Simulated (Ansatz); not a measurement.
Worked example: self-consistent single point of AlN (Fm-3m, 2 atoms in the cell) in Ansatz (an electronic-structure program).

Method of the run: LDA (PW92), default PAW files made with PBE (plane waves; Ansatz).

The change in words: lattice scaled by 0.98; kpoints.mp_grid.grid: 10 10 10 → 30 30 30. Reference geometry:
```xyz
2
Lattice="0.0000 2.0447 2.0447 2.0447 0.0000 2.0447 2.0447 2.0447 0.0000" Properties=species:S:1:pos:R:3 pbc="T T T"
Al     2.0447     2.0447     2.0447
N      0.0000     0.0000     0.0000
```

Reference input (self-consistent single point, DFT, LDA (PW92), plane waves, default PAW files made with PBE): basis.ecutwfc = 30.9 Ry; kpoints.mp_grid.grid = 10 10 10; hamiltonian.xc = lda; hamiltonian.pseudopotentials = {kind: paw} (the program's default PAW files); scf.occupations.method = fixed. This run's input differs from it in these lines:

Ansatz 0.2 input:
```diff
@@ -2,5 +2,5 @@
   lattice:
-    - [0.00000000, 2.04469300, 2.04469300]
-    - [2.04469300, 0.00000000, 2.04469300]
-    - [2.04469300, 2.04469300, 0.00000000]
+    - [0.00000000, 2.00379900, 2.00379900]
+    - [2.00379900, 0.00000000, 2.00379900]
+    - [2.00379900, 2.00379900, 0.00000000]
   atoms:
@@ -11,3 +11,3 @@
 kpoints:
-  mp_grid: { grid: [10, 10, 10] }
+  mp_grid: { grid: [30, 30, 30] }
 hamiltonian:
```

The program printed (abridged):

```
SCF iter   1: F=—  HF=-889.668341 eV  |F-HF|=—  |Δ(HF+E_count)|=         —  Δρ=9.95e-3  dr2=1.59e-2  ethr=1.77e-3  ⟨swp⟩=4.3  Hψ=37374  notcnv=0  defer=1146
all-band conjugate gradients solve this SCF's bands
preconditioner: auto → none
SCF iter   2: F=—  HF=-889.663399 eV  |F-HF|=—  |Δ(HF+E_count)|=   4.94e-3  Δρ=4.64e-3  dr2=1.54e-3  ethr=1.99e-4  ⟨swp⟩=2.3  Hψ=14126  notcnv=0  defer=1492
SCF iter   3: F=—  HF=-889.662881 eV  |F-HF|=—  |Δ(HF+E_count)|=   5.17e-4  Δρ=1.67e-3  dr2=1.65e-4  ethr=1.92e-5  ⟨swp⟩=2.4  Hψ=9791  notcnv=0  defer=1420
SCF iter   4: F=—  HF=-889.662808 eV  |F-HF|=—  |Δ(HF+E_count)|=   7.31e-5  Δρ=1.68e-4  dr2=1.49e-6  ethr=2.07e-6  ⟨swp⟩=2.9  Hψ=9309  notcnv=0  defer=1440
SCF iter   5: F=—  HF=-889.662808 eV  |F-HF|=—  |Δ(HF+E_count)|=   6.96e-7  Δρ=9.04e-6  dr2=4.36e-9  ethr=1.87e-8  ⟨swp⟩=2.0  Hψ=8938  notcnv=0  defer=300
SCF iter   6: F=-889.662808 eV  HF=-889.662808 eV  |F-HF|=6.59e-12  |Δ(HF+E_count)|=   1.47e-9  Δρ=6.37e-7  dr2=2.48e-11  ethr=5.45e-11  ⟨swp⟩=3.7  Hψ=30152  notcnv=0
SCF 1 converged in 6 iterations: F = -889.662808 eV  dr2 = 2.48e-11
Free energy (F): -889.662808 eV
Internal energy: -889.662808 eV  (E = F + TS)
E sigma→0 (E₀):  -889.662808 eV
Fermi energy:    11.319367 eV
--- Forces (eV/Å), atoms counted from 1 ---
  atom   1  Al     0.00000000    -0.00000000     0.00000000
  atom   2  N     -0.00000000     0.00000000     0.00000000
--- Stress (GPa, compression-positive) ---
        0.700834       0.000000       0.000000
        0.000000       0.700834      -0.000000
        0.000000      -0.000000       0.700834
  P = ⅓ Tr σ = 0.7008 GPa (7.008 kbar)
  The stress holds the Pulay correction. Without it, at fixed plane waves, as pw.x and ABINIT print it: P = -0.0532 GPa
```

The run converged in 6 iterations. Against the reference run the free energy goes down by 22.7 meV/atom, the pressure goes from -14.35 to 0.70 GPa and the gap on the mesh goes from 4.151 to 4.732 eV.

The starting cell comes from a database of computed structures (which also holds hypothetical and non-ambient phases and stackings), without a prior relaxation at this level. Its lattice was rescaled by up to half a per cent. For this run, on top of that: lattice scaled by 0.98. Ansatz's pressure includes its estimate of the finite-basis (Pulay) stress. Without the estimate this run gives -0.05 GPa.
